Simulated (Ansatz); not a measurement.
## A computed series for BN: element substitutions

The parent structure is BN in the zinc blende structure (space group F-43m, No. 216; a = 3.6057 Å).

Each row replaces one element on all its sites; cell and atoms are relaxed.

Levels (all Ansatz, a program for electronic structure, PAW): PBEsol (420 eV, no spin-orbit coupling); r2SCAN (500 eV, scalar-relativistic without spin-orbit coupling).

Band gaps by level, all at the geometries relaxed with PBEsol:

| case | PBEsol | r2SCAN |
|---|---|---|
| base | 4.30 eV | 5.01 eV |
| B → Be | zero | zero |
| B → Al | 3.19 eV | (withheld) |
| B → Ge | zero | zero |

### Question
Some entries are withheld; estimate them.

### Answer

- B → Al, r2SCAN: 3.94 eV

Single points use the geometry relaxed with PBEsol. Stability against distortions was not tested. As relaxed here, BeN and GeN are hypothetical phases, not in the database extracts checked. The final runs are not spin-polarised. An odd electron count without spin: BeN and GeN. This is not the structure that AlN has at room temperature and ambient pressure.
